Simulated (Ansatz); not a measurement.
In a (12,0) BN nanotube, the lowest empty band has its minimum at Γ and lies 0.025 eV higher 0.0452 Å⁻¹ away along the axis.

The numbers are results of PBE (plane waves to 420 eV, PAW; Ansatz, an electronic-structure program), not measurements. Mesh 1×1×8. No spin polarisation. Periodic along z alone, with about 11 Å of vacuum beside it. An idealised model, rolled from the flat sheet. Only distortions within the start's symmetry and period were free.

**Question.** Estimate the electron mass along the axis.

**Answer.** For a parabola ΔE = ħ²Δk²/2m, and ħ²/2mₑ = 3.810 eV Å². So m/mₑ = 3.810 × 0.0452²/0.025 = 0.31. The curvature over a step a third as long gives 0.30; the band is close to a parabola here.
